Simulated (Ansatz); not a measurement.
Formation energy of the neutral 4 H_i + V_Ge in Ge (diamond, Fd-3m): levels of theory

This concerns the formation energy of the neutral 4 H_i + V_Ge in Ge (diamond, Fd-3m). Reaction: 215 Ge (diamond) + 2 H2 (gas) → cell A.

A: a supercell of 216 sites of Ge (diamond, Fd-3m) with one empty Ge site amid 4 Ge; four times H off the lattice sites (1 Ge at 1.55 Å); the closest two of these centres are 1.2 Å apart, the farthest 1.9 Å; spin state with PBE: run without spin.

Ansatz (a program for electronic structure) with PAW potentials; structures come from PBE relaxations, nuclei static, no net charge. Ansatz runs with its default PAW set. Other levels take these structures. The lattices are those relaxed with PBE, so at other levels the solids can be strained, which adds to the spread. Larger cells are relaxed from a start prepared with the learned potential CHGNet till forces fall under 0.03 eV/Å, which some starts already meet. A dispersion term (D3(BJ), or D4 for r2SCAN) was computed beside these levels and is taken off wherever the name lacks it. The PAW files were made for PBE and serve at the other functionals too. Space groups of crystals are read within 0.01 Å. Mesh and cell size may move defect energies by 0.1 eV or more. Cell A has symmetry P-43m within 0.02 Å and got no random move, so less symmetric positions, which may lie lower, weren't tried.

```
Method      value (eV)
----------  ----------
PBE               1.28
PBE+D3(BJ)        1.15
r2SCAN+D4            …
```

Problem. Some entries are withheld; supply them.

Solution. 
- r2SCAN+D4, value (eV): 1.04

The levels shown span 0.24 eV, from r2SCAN+D4 (1.04) to PBE (1.28).
